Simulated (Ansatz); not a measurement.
Take MgB2 (space group P6/mmm, No. 191; a = 3.064 Å, c = 3.498 Å; relaxed with 0.1 eV smearing) as the base.

Level of theory: PBEsol, PAW, 420 eV (Ansatz, a program for electronic structure; no spin-orbit coupling).

Before the change:

The pressure comes out as 0.0 GPa and the band gap is zero.

One thing is altered: every lattice vector is shortened by 1.50 %; the atoms relax in the strained cell.

Problem. What happens to the pressure, energy relative to the base and band gap?

Solution. The pressure (mean of the normal stresses, compression positive) goes from zero to 7.7 GPa; the energy grows by 9.7 meV/atom; the band gap remains zero.

Stability against distortions was not tested. All final runs are without spin polarisation.
